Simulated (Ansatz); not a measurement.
# C on a N site (middle of the slab) in a 2x2 cell of the 1x1 (10-10) surface of wurtzite GaN (cut with top plane Ga + N)

Host crystal: wurtzite GaN, with a band gap (PBE, scalar-relativistic without spin-orbit coupling).

Calculation: PBE (plane waves to 420 eV, PAW; Ansatz, a first-principles code).

Set-up: 64 atoms, 9.3 Å thick at the start (thin: gaps and levels are the slab's own); mesh 3x2x1; 0.01 eV smearing; dipole correction on; 16 atoms held, the rest relaxed; start symmetry kept, larger cells not searched; spin-polarised, ending with about 0.3 μB a cell, a value that depends on the mesh; orders that need a larger cell were not tried, no spin-orbit, no U. The slab shows no gap over 0.04 eV on its mesh.

```yaml
formation energy against graphite, ½ N2(g): 3.28 eV
change_of_the_step_from_the_bottom_to_the_top_vacuum_level_against_the_clean_slab: -0.035 eV
energy_released_by_relaxation: 0.072 eV
largest_move_of_a_host_atom: 0.06 Å
```
